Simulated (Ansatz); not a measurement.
Results of PBEsol (plane waves, PAW; Ansatz, a program for electronic structure) for ZnGaNO (model structure, Pna2₁, No. 33, 16 atoms in the cell).

Run with plane-wave cutoff 520 eV, 6×6×8 k mesh (along the axes of the cell as run), Fermi–Dirac smearing 0.01 eV, scalar-relativistic PAW data made under PBE.

Cell (relaxed with PBEsol):

```xyz
16
Lattice="5.5931 0.0000 0.0000 0.0000 6.4216 0.0000 0.0000 0.0000 5.1919" Properties=species:S:1:pos:R:3 pbc="T T T"
Zn     0.4285     3.9491     0.0514
Zn     5.1645     2.4725     2.6473
Zn     3.2251     5.6833     0.0514
Zn     2.3680     0.7383     2.6473
Ga     0.4580     0.8621    -0.0267
Ga     5.1351     5.5596     2.5692
Ga     3.2545     2.3487    -0.0267
Ga     2.3385     4.0729     2.5692
O      0.3996     0.7380     1.9100
O      5.1935     5.6836     4.5059
O      3.1961     2.4728     1.9100
O      2.3969     3.9488     4.5059
N      0.5439     4.0587     2.0112
N      5.0492     2.3629     4.6072
N      3.3404     5.5738     2.0112
N      2.2527     0.8479     4.6072
```

Task: Estimate the band gap that the calculation returns.

Result: 
* **band gap**: 1.22 eV

Note: the relaxation could raise the start's symmetry but not lower it, so the cell can be a saddle point.

Spin–orbit coupling is not included.

The computed numbers hold no vibrational or temperature effects.

The result took about 4 core-minutes (a rough figure).

A model structure was made by putting elements into a prototype or built by hand; it is no filed structure, need not be a known phase, and can be a saddle point held by its symmetry.
